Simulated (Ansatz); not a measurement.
Input and output of a self-consistent single point for SiO₂ (P3_121, 9 atoms in the cell) (Ansatz, a quantum-chemistry and plane-wave program).

Level of theory: HSE06, PAW files (plane waves; Ansatz).

```
SiO2
1.0
    4.90268     0.00000     0.00000
   -2.45134     4.24585     0.00000
    0.00000     0.00000     5.41772
Si O
3 6
Direct
  0.53109   0.53109   0.00000
  0.46891   0.00000   0.33333
  0.00000   0.46891   0.66667
  0.26922   0.41339   0.78489
  0.58661   0.85583   0.11822
  0.14417   0.73078   0.45156
  0.41339   0.26922   0.21511
  0.85583   0.58661   0.88178
  0.73078   0.14417   0.54844
```

Reference input (self-consistent single point, DFT, HSE06, plane waves, PAW files made with PBE): basis.ecutwfc = 420 eV; kpoints.mp_grid.grid = 4 4 3; hamiltonian.xc = hse06; hamiltonian.pseudopotentials = {kind: paw} (the program's default PAW files); scf.occupations.method = fixed. This run's input differs from it in these lines:

```diff
@@ -25,2 +25,3 @@
   occupations: { method: fixed }
+  algorithm: direct_min
 output:
```

Output, abridged:

```
Error: scf.algorithm: direct_min / scf.convergence.dm_fallback with hamiltonian.xc: <hybrid> without scf.eigensolver.kind.support_functions — direct minimisation on plane waves has no term of exact exchange; use an LDA or a GGA, or take scf.algorithm: direct_min and scf.convergence.dm_fallback out of the deck
```

The program stopped before any SCF iteration. 

The starting cell comes from a database of computed structures (which also holds hypothetical and non-ambient phases and stackings), without a prior relaxation at this level. Its lattice was rescaled by a random factor within 2.5 % of one.

Keys are those of Ansatz 0.2.
